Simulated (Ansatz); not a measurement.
**C: response to strain**

The parent structure is C in the diamond structure (space group Fd-3m, No. 227; a = 3.560 Å). Axes: x, y, z lie along the cube axes.

Strains are applied to the cell and any free atomic positions relax.

Level of theory: r2SCAN (Ansatz, a first-principles code; PAW; 500 eV plane waves; scalar-relativistic without spin-orbit coupling).

Candidates:
(a) strain tensor (xx, yy, zz, yz, xz, xy) = (+1.34, −0.36, −1.12, +0.11, −0.94, +0.43) %
(b) uniaxial strain ε_zz = −4.26 %
(c) tensor shear ε_yz = +3.39 %
(d) tensor shear ε_xy = +0.83 %

Base values:

- Band gap = 4.36 eV

Question: Order them by band gap, highest first.

Answer: (d) tensor shear ε_xy = +0.83 % (4.31 eV), (a) strain tensor (xx, yy, zz, yz, xz, xy) = (+1.34, −0.36, −1.12, +0.11, −0.94, +0.43) % (3.92 eV), (c) tensor shear ε_yz = +3.39 % (3.59 eV), (b) uniaxial strain ε_zz = −4.26 % (3.27 eV)

Gaps are Kohn–Sham eigenvalue differences; semilocal functionals usually give less than the measured gap. Whether these cells are dynamically stable was not tested.
